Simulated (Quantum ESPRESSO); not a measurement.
Input and output of a self-consistent single point for ScSi2 (P6/mmm, 3 atoms in the cell) (Quantum ESPRESSO).

Method of the run: PBEsol, PSlibrary PAW (PBE) pseudopotentials (plane waves; Quantum ESPRESSO).

```yaml
crystal:
  lattice:
    - [4.03874, 0.00000, 0.00000]
    - [-2.01937, 3.49765, 0.00000]
    - [0.00000, 0.00000, 3.59613]
  atoms:
    - { symbol: Sc, position: [0.00000, 0.00000, 0.00000] }
    - { symbol: Si, position: [0.33333, 0.66667, 0.50000] }
    - { symbol: Si, position: [0.66667, 0.33333, 0.50000] }
```

Reference input (self-consistent single point, DFT, PBEsol, plane waves, PseudoDojo standard norm-conserving (PBESOL) pseudopotentials): ecutwfc = 80 Ry; occupations = smearing; smearing = fermi-dirac; degauss = 0.0036749 Ry; potentials = {Sc: Sc.upf, Si: Si.upf}; K_POINTS = automatic 6 6 6 0 0 0; conv_thr = 1e-11 Ry; mixing_beta = 0.3. This run's input differs from it in these lines:

```diff
@@ -12,3 +12,4 @@
     ntyp = 2
-    ecutwfc = 80
+    ecutwfc = 55
+    ecutrho = 440
     occupations = 'smearing'
@@ -16,2 +17,3 @@
     degauss = 0.0036749
+    input_dft = 'pbesol'
 /
@@ -22,4 +24,4 @@
 ATOMIC_SPECIES
-Sc    44.9559  Sc.upf
-Si    28.0850  Si.upf
+Sc    44.9559  Sc.pbe-spn-kjpaw_psl.1.0.0.UPF
+Si    28.0850  Si.pbe-n-kjpaw_psl.1.0.0.UPF
 ATOMIC_POSITIONS alat
```

Output (repeated stretches shortened):

```
     Self-consistent Calculation

     iteration #  1     ecut=    55.00 Ry     beta= 0.30

     Threshold (ethr) on eigenvalues was too large:
     Diagonalizing with lowered threshold

     total energy              =    -246.60379487 Ry
     estimated scf accuracy    <       0.05074398 Ry

     iteration #  2     ecut=    55.00 Ry     beta= 0.30

     total energy              =    -246.60516140 Ry
     estimated scf accuracy    <       0.00960665 Ry

     iteration #  3     ecut=    55.00 Ry     beta= 0.30

     total energy              =    -246.60577396 Ry
     estimated scf accuracy    <       0.00638360 Ry

   [... 19 blocks of this kind left out ...]

     iteration # 23     ecut=    55.00 Ry     beta= 0.30

     total energy              =    -246.60843216 Ry
     estimated scf accuracy    <          5.2E-11 Ry

     iteration # 24     ecut=    55.00 Ry     beta= 0.30
     c_bands:  1 eigenvalues not converged
     End of self-consistent calculation

     the Fermi energy is    10.9065 ev

!    total energy              =    -246.60843216 Ry
     estimated scf accuracy    <          4.1E-14 Ry
     smearing contrib. (-TS)   =      -0.00151654 Ry
     internal energy E=F+TS    =    -246.60691562 Ry

     convergence has been achieved in  24 iterations

     Forces acting on atoms (cartesian axes, Ry/au):

     atom    1 type  1   force =    -0.00000000   -0.00000000   -0.00000000
   [... zero for the other atoms too ...]

     Total force =     0.000000     Total SCF correction =     0.000000

          total   stress  (Ry/bohr**3)                   (kbar)     P=      -34.31
  -0.00024125  -0.00000000   0.00000000          -35.49       -0.00        0.00
  -0.00000000  -0.00024125   0.00000000           -0.00      -35.49        0.00
   0.00000000   0.00000000  -0.00021725            0.00        0.00      -31.96

   JOB DONE.
```

The run converged in 24 iterations. Against the reference run the pressure goes from -3.16 to -3.43 GPa. The full log also holds: “c_bands:  1 eigenvalues not converged”.

The starting cell comes from a database of computed structures (which also holds hypothetical and non-ambient phases and stackings), without a prior relaxation at this level. With a pressure of about -3 GPa the cell is away from its equilibrium volume at this level.

Cost on one core of a shared machine: roughly 2 min.
